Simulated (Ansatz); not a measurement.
**What isotropic strain −2.70 % does to CrPdO2**

Take CrPdO₂ (space group R-3m, No. 166; a = 2.916 Å, c = 17.949 Å (hexagonal axes); ferromagnetic; a model cell, its experimental status unchecked; relaxed with 0.1 eV smearing) as the base.

One thing is altered: every lattice vector is shortened by 2.70 %; the atoms relax in the strained cell.

Computed with Ansatz (an electronic-structure program) PBEsol, no spin-orbit coupling. k-mesh 21×21×21 (Γ-centred); smearing 0.1 eV (Fermi–Dirac).

| quantity | base | changed | shift |
|---|---|---|---|
| volume per atom | 11.01 Å³ | 10.14 Å³ | -0.87 Å³ |
| space group | R-3m (No. 166) | R-3m (No. 166) | – |
| shortest interatomic distance | 1.953 Å | 1.906 Å | -0.047 Å |
| energy relative to the base (free energy F) | 0 meV/atom | +52 meV/atom | +52 meV/atom |
| pressure (mean of the normal stresses, compression positive) | 0.0 GPa | 20.6 GPa | +20.6 GPa |
| band gap | zero | zero | – |
| magnetic state | ferromagnetic | ferromagnetic | – |
| largest site moment | 2.24 μB | 2.14 μB | -0.093 μB |
| largest internal atomic displacement | – | 0.011 Å | – |

Final structure:

```
CrPdO2
1.0
    1.41853     0.81899     5.82144
   -1.41853     0.81899     5.82144
    0.00000    -1.63797     5.82144
Pd Cr O
1 1 2
Cartesian
  0.00000   0.00000   0.00000
  0.00000   0.00000   8.73215
  0.00000   0.00000   1.93675
  0.00000   0.00000  15.52756
```

Cost of the whole job for the changed cell (relaxation, final SCF and bands): about 5 core-minutes (a rough figure).

Whether these cells are dynamically stable was not tested. No Hubbard U is applied and the magnetic state is the run's own (CrPdO2 ferromagnetic); other magnetic orders, which need larger cells, were not tried and can change the gap.
